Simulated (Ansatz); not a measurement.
Functionals compared on a constructed model of the (100) surface of bcc Fe, ferromagnetic (in the relaxation 1 Fe–Ru bonds formed), a pseudomorphic layer of Ru in the host's stacking (bottom of the slab: a bare face, its two planes held), in Ansatz (plane waves, PAW). The structure was relaxed with PBE; the other rows are single points on it. Cutoff 420 eV.

Set-up: 7 atoms, 9.2 Å thick at the start (thin: gaps and levels are the slab's own); mesh 13x13x1; 0.1 eV smearing; dipole correction on; 2 atoms held, the rest relaxed; held to the start's symmetry, so lower structures may exist; spin-polarised, ending with about 15.1 μB a cell; orders that need a larger cell were not tried, no spin-orbit, no U. It is one candidate, not shown to be the stable structure of the face. These notes are the PBE run's. RPBE: The program's check for a lower electronic state was not made.

```
functional  work function of the top face (eV)  magnetic moment of the cell (μB)  rough cost of the single point
----------  ----------------------------------  --------------------------------  ------------------------------
PBE                                       4.63                             15.10                               –
RPBE                                (withheld)                             15.31         roughly 90 core-seconds
```

**Question.** Fill in the missing entries.

**Answer.** 
- RPBE, work function of the top face (eV): 4.45

Ansatz is a first-principles code.
